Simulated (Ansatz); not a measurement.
corundum: the defect Al vacancy + 1 H

Calculation: PBE, PAW (plane waves to 420 eV; Ansatz, a program for electronic structure). The supercell holds 120 host sites (2×2×1 repeats of the unit cell), with a 2×2×2 Γ-centred k-point sampling for the final energies. Sites at the start: the Al site; 1 H on the vacancy's neighbours. Energies of charged states are corrected for periodic images (point charge plus alignment at distant sites). Dielectric constants: PBE linear response of the host. Host gap at this level: 5.85 eV. These values are not converged in cell size to better than tenths of an eV. The semilocal functional narrows the gap, so deep levels can fall outside it. Spin–orbit coupling is left out. Each state is the lowest found from its start.

Formation energies E_f are given with the Fermi level at the valence-band maximum. Chemical conditions: Al-rich (Δμ(Al) = 0.00 eV, Δμ(H) = -0.003 eV, bounded by AlH3 (R-3c); only phases computed here count, gases as isolated molecules at 0 K); O-rich (Δμ(Al) = -7.45 eV, Δμ(H) = -1.25 eV, bounded by H2O molecule; only phases computed here count, gases as isolated molecules at 0 K). Reference phases: Al: fcc Al, H: H2 molecule in a box.

The name describes the start; the neighbours show where the atoms ended.

Charges from +1 to −2 were run; one beyond them could lie lower near a band edge.

| charge | moment (μB) | point group | largest move off a lattice site (Å) | neighbours of the last H atom of the defect at the end (Å) | image correction with alignment (eV) | E_f, Al-rich (eV) | E_f, O-rich (eV) | above the lowest spin state (eV) |
|---|---|---|---|---|---|---|---|---|
| +1† | 3.0 | – | 0.18 | O 0.98, O 2.25, O 2.29 | -0.05 | – | – | 0.00 |
| 0† | fractional | – | 0.18 | O 0.99, O 2.20, O 2.29 | 0.00 | 9.02 | 2.83 | 0.00 |
| 0† | not spin-polarised | – | 0.16 | O 0.99, O 2.21, O 2.29 | 0.00 | 9.17 | 2.97 | 0.15 |
| −1 | 1.0 | C1 | 0.16 | O 0.99, O 2.19, O 2.28 | 0.34 | 9.54 | 3.34 | 0.00 |
| −2 | not spin-polarised | C1 | 0.21 | O 0.99, O 2.16, O 2.25 | 0.98 | 10.60 | 4.40 | 0.00 |

† Not settled in this cell, so no level is given: charge +1: a level filled in part; charge 0: fractional moment, a level filled in part.

Point groups are those of the whole cell at tolerances of 0.03 and 0.1 Å ("near" where only the looser one holds); none is given for unsettled states.

Starting moments that weren't kept: charge +1 began with 1 μB and ended with 3.0; charge 0 began with 2 μB and ended with 0.9.

Transition levels above the valence-band maximum: ε(−1/−2) = 1.06 eV. With a charge missing or unsettled, these needn't be thermodynamic levels.

Flagged in the runs: a host whose relaxation on this sampling wasn't shown to rest.
